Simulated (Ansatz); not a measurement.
Strongest site found for several adsorbates on bcc W (110).

Level of theory: PBE (plane waves to 420 eV, PAW; Ansatz, a quantum-chemistry and plane-wave program).

Counted are starts at which the adsorbate stayed whole and on top. Thin slabs; no dispersion, zero-point or thermal terms; negative values mean binding.

```
adsorbate, area an adsorbate            reference  bonded to  E_ads (eV)  shortest bond to the host (Å)
----------------------------  -------------------  ---------  ----------  -----------------------------
C, 65 Å²                      an atom of graphite        4 W         [?]                           2.01
Sn, 29 Å²                     an atom of beta tin        4 W       -1.22                           2.79
CO, 29 Å²                                   CO(g)        3 W         [?]                           2.03
NH3, 29 Å²                                 NH3(g)          W       -0.86                           2.29
Sn, 65 Å²                     an atom of beta tin        4 W       -1.22                           2.79
CH3, 29 Å²                       CH4(g) − ½ H2(g)        3 W       -0.01                           2.28
I, 7 Å²                                   ½ I2(g)          W        1.03                           2.90
F, 65 Å²                                  ½ F2(g)          W       -3.78                           1.89
```

Complete the blanks.


- C, 65 Å², E_ads (eV): -0.16
- CO, 29 Å², E_ads (eV): -1.87
